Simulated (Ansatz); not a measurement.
Ge_Si+V_C in 4H silicon carbide (the name describes the start): one set of geometries, relaxed with PBE, evaluated in Ansatz (PAW, plane waves to 420 eV, 500 eV under r2SCAN) with PBE, r2SCAN.

Set-up: 96-site cell; 2×2×2 shifted k-points; start: the Si(k) site; C(k) 1.90 Å away, along c; charged states image-corrected; finite-size errors of tenths of an eV; relaxed from one start, so a lower configuration may exist; flagged in the runs: a host whose relaxation on this sampling wasn't shown to rest, a strain field that reaches the edge of the cell.

```tsv
quantity	PBE	r2SCAN
host gap (eV)	2.23	[?]
ε(+2/+1) above the VBM (eV)	0.99	not settled
largest moment on one atom at charge −1 (μB)	0.08	[?]
```

**Question.** Given the lower rungs, what does r2SCAN give?

**Answer.** 
- host gap (eV), r2SCAN: 2.59
- largest moment on one atom at charge −1 (μB), r2SCAN: 0.09

Ansatz is a program for electronic structure.
